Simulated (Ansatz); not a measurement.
TiZnO₃ (R-3, No. 148, 10 atoms in the cell; start mp-14142) was calculated with PBEsol (Ansatz, a first-principles code, PAW).

Run with plane-wave cutoff 520 eV, 8×8×8 k mesh, Fermi–Dirac smearing 0.01 eV, no spin polarisation, scalar-relativistic PAW data made under PBE.

Cell (relaxed at this level):

```yaml
crystal:
  lattice:
    - [2.53028, 1.46086, 4.60732]
    - [-2.53028, 1.46086, 4.60732]
    - [0.00000, -2.92171, 4.60732]
  atoms:
    - { symbol: Ti, position: [0.85403, 0.85403, 0.85403] }
    - { symbol: Ti, position: [0.14597, 0.14597, 0.14597] }
    - { symbol: Zn, position: [0.63936, 0.63936, 0.63936] }
    - { symbol: Zn, position: [0.36064, 0.36064, 0.36064] }
    - { symbol: O, position: [0.22552, 0.56245, 0.94955] }
    - { symbol: O, position: [0.77448, 0.43755, 0.05045] }
    - { symbol: O, position: [0.56245, 0.94955, 0.22552] }
    - { symbol: O, position: [0.43755, 0.05045, 0.77448] }
    - { symbol: O, position: [0.94955, 0.22552, 0.56245] }
    - { symbol: O, position: [0.05045, 0.77448, 0.43755] }
```

### Question
Estimate the band gap and Γ–Γ gap that the calculation returns.

### Answer

* **band gap**: 3.09 eV (on the SCF k mesh)
* **Γ–Γ gap**: 3.62 eV

Note: the relaxation could not lower the start's symmetry, so the cell can be a saddle point above a distorted one.

Computed values are for the static lattice.

A start named mp-… is a Materials Project structure, which need not be a measured phase.
